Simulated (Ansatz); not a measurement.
Start from Al$_{2}$O$_{3}$ in the corundum structure (space group R-3c, No. 167).

```yaml
crystal:
  lattice:
    - [2.37945, 1.37377, 4.33172]
    - [-2.37945, 1.37377, 4.33172]
    - [0.00000, -2.74755, 4.33172]
  atoms:
    - { symbol: Al, position: [0.35191, 0.35191, 0.35191] }
    - { symbol: Al, position: [0.14809, 0.14809, 0.14809] }
    - { symbol: Al, position: [0.64809, 0.64809, 0.64809] }
    - { symbol: Al, position: [0.85191, 0.85191, 0.85191] }
    - { symbol: O, position: [0.55637, 0.94363, 0.25000] }
    - { symbol: O, position: [0.25000, 0.55637, 0.94363] }
    - { symbol: O, position: [0.94363, 0.25000, 0.55637] }
    - { symbol: O, position: [0.44363, 0.05637, 0.75000] }
    - { symbol: O, position: [0.75000, 0.44363, 0.05637] }
    - { symbol: O, position: [0.05637, 0.75000, 0.44363] }
```

Cartesian axes are those of the cell as printed.

Method: Kohn–Sham DFT with the r2SCAN functional, run in Ansatz (an electronic-structure program) with PAW and 500 eV plane waves, no SOC.

Strains are applied to the cell and any free atomic positions relax; under biaxial strain the out-of-plane vector relaxes too; under stress the whole cell relaxes.

One change was made to it. Results:

```json
[
 {"quantity": "band gap", "base": "7.14 eV", "after": "7.07 eV"},
 {"quantity": "energy relative to the base (free energy F)", "base": "0 meV/atom", "after": "+13 meV/atom"}
]
```

Question: What was done to the base?
A) biaxial strain −2.52 %, plane normal [001], relaxed out of plane
B) uniaxial stress, 8 GPa tension along z
C) tensor shear ε_yz = −2.89 %
D) uniaxial stress, 2 GPa compression along z

Answer: C, tensor shear ε_yz = −2.89 %. For comparison, the band gap in the other runs: uniaxial stress, 2 GPa compression along z gives 7.13 eV; uniaxial stress, 8 GPa tension along z gives 7.00 eV; biaxial strain −2.52 %, plane normal [001], relaxed out of plane gives 7.63 eV.

Beyond what the load breaks, stability against distortions was not tested.
